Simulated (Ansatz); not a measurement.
**Effective masses and thermopower of monolayer SnSe$_{2}$**

```yaml
crystal:
  lattice:
    - [3.86814, 0.00000, 0.00000]
    - [-1.93407, 3.34991, 0.00000]
    - [0.00000, 0.00000, 19.09975]
  atoms:
    - { symbol: Sn, position: [0.00000, 0.00000, 0.50000] }
    - { symbol: Se, position: [0.33333, 0.66667, 0.58352] }
    - { symbol: Se, position: [0.66667, 0.33333, 0.41648] }
```

Level of theory: HSE06, rigid bands (plane waves, PAW, scalar-relativistic; Ansatz, a first-principles code). Geometry: cell and atoms relaxed with PBE.

```yaml
band_gap: 1.41 eV
electron conductivity mass (300 K, dilute): 0.32 mₑ
effective density of states N_c (300 K): 1.2e13 cm⁻²
Seebeck coefficient, n-type 1.9e12 cm⁻², 300 K: -330 μV/K
```

Rigid bands; masses and Seebeck coefficients take one relaxation time τ for all states and one kind of carrier; polarons and phonon drag are left out. Spin-orbit coupling is left out. Geometry: cell and atoms relaxed with PBE.

Model free-standing layer, not matched to a measured one here: monolayer SnSe2.
